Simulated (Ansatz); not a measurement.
The starting structures come from a database of crystals and need not be the phases stable at ambient conditions.

 Where the default PAW files enter, the runs use the earlier of Ansatz's two default sets.

Data:

```xyz
6
Lattice="6.0554 0.0000 0.0000 0.0000 6.0554 0.0000 3.0277 -3.0277 4.7857" Properties=species:S:1:pos:R:3 pbc="T T T"
Ge     3.0277     0.0000     2.3928
Ge     0.0000     0.0000     0.0000
Se     4.4686     1.5138     3.5892
Se     4.5415     4.6144     1.1964
Se     7.6421    -1.5138     3.5892
Se     1.5138     1.4409     1.1964
```

Space group of this cell: I-42d. The cell is strained (lengths across the current scaled by 1.02, ions clamped); by PBEsol its mean pressure is -2.4 GPa.

Transport runs along the normal of the first two printed cell vectors, the (001) (indices of the unstrained crystal) plane of the conventional cell.

No gap correction and no spin-orbit coupling; mid-gap values are interpolated between computed energies.

### Question
State the band gap and the smallest decay constant κ at mid-gap according to Ansatz (a program for electronic structure) with PBEsol.

### Answer
Gap 1.47 eV on a 6×6×6 mesh; κ = 0.154 1/Å, at the zone centre.
